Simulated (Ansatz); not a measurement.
## How the band gap of ScOF (model structure, Pca2₁, No. 29, 12 atoms in the cell) moves with the method

No measured value is used here.

```json
[
 {"level (code)": "LDA (Ansatz)", "value (eV)": "4.46 (indirect)", "cell (Å³/atom)": "10.66"},
 {"level (code)": "PBEsol (Ansatz)", "value (eV)": "4.48 (indirect)", "cell (Å³/atom)": "11.06"},
 {"level (code)": "r²SCAN+rVV10 (Ansatz)", "value (eV)": "5.00 (indirect)", "cell (Å³/atom)": "11.10"}
]
```

Computed values are for a static lattice.  Each level is taken at its own relaxed cell. Cutoffs differ between the levels. Ansatz's density-functional and Hartree–Fock values are scalar-relativistic unless marked +SOC, with PAW data made under PBE.

A model structure was made by putting elements into a prototype or built by hand; it is no filed structure, need not be a known phase, and can be a saddle point held by its symmetry.

Ansatz is a program for electronic structure.
